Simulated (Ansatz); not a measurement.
# Hypothetical zinc blende LaN, pressure series

The reference is LaN in the zinc blende structure (space group F-43m, No. 216; a hypothetical phase, not in the database extracts checked).

```cif
data_La4N4
_chemical_formula_sum 'N4 La4'
_space_group_name_H-M_alt 'F-43m'
_space_group_IT_number 216
_space_group_name_Hall 'F -4 2 3'
_cell_length_a 5.61273
_cell_length_b 5.61273
_cell_length_c 5.61273
_cell_angle_alpha 90.000
_cell_angle_beta 90.000
_cell_angle_gamma 90.000
loop_
_atom_site_label
_atom_site_type_symbol
_atom_site_symmetry_multiplicity
_atom_site_Wyckoff_symbol
_atom_site_fract_x
_atom_site_fract_y
_atom_site_fract_z
_atom_site_occupancy
N1 N 4 c 0.25000 0.25000 0.25000 1
La1 La 4 a 0.00000 0.00000 0.00000 1
```
(The calculation used a cell of 2 atoms; values per cell refer to that cell.)

Cell and atoms are relaxed at each pressure.

Computed with PBE/PAW in Ansatz (a quantum-chemistry and plane-wave program), without spin-orbit coupling.

```json
[
 {"pressure (GPa)": "-2", "volume per atom (Å³/atom)": "22.644"},
 {"pressure (GPa)": "-1", "volume per atom (Å³/atom)": "22.365"},
 {"pressure (GPa)": "0", "volume per atom (Å³/atom)": "22.102"},
 {"pressure (GPa)": "0.3", "volume per atom (Å³/atom)": "?"},
 {"pressure (GPa)": "0.7", "volume per atom (Å³/atom)": "21.931"},
 {"pressure (GPa)": "1.5", "volume per atom (Å³/atom)": "21.734"},
 {"pressure (GPa)": "5", "volume per atom (Å³/atom)": "20.969"},
 {"pressure (GPa)": "7.5", "volume per atom (Å³/atom)": "20.489"},
 {"pressure (GPa)": "10", "volume per atom (Å³/atom)": "20.053"}
]
```

Task: Fit the third-order Birch–Murnaghan form P(V) = (3B₀/2)[(V₀/V)^(7/3) − (V₀/V)^(5/3)]·[1 + (3/4)(B₀′ − 4)((V₀/V)^(2/3) − 1)] (squares taken in P) to the rows shown and predict the withheld row.

Result: Least squares on the printed values gives V₀ = 22.104 Å³/atom, B₀ = 86.5 GPa, B₀′ = 3.5; this predicts 22.027 Å³/atom, and the run gives 22.030 Å³/atom, 0.003 higher.

Load acts through the strain it causes; cell and atoms are relaxed under it. No phonon test of stability was made. Competing high-pressure phases were not computed.
